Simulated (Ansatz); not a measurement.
The reference is SiC (space group P6_3mc, No. 186; a = 3.079 Å, c = 15.107 Å).

Calculations: Kohn–Sham DFT with the PBEsol functional, run in Ansatz (an electronic-structure program) with PAW and 420 eV plane waves, spin-orbit coupling left out, earlier PAW set.

For the base:

| Quantity | Value |
|---|---|
| Pressure | 0.0 kbar |

Modification: an isotropic linear strain of −0.98 %; the atoms relax in the strained cell.

Problem. What happens to the pressure and energy relative to the base?

Solution. The pressure (mean of the normal stresses, compression positive) goes from zero to 69.5 kbar; the energy increases by 6.4 meV/atom.

No phonon test of stability was made.
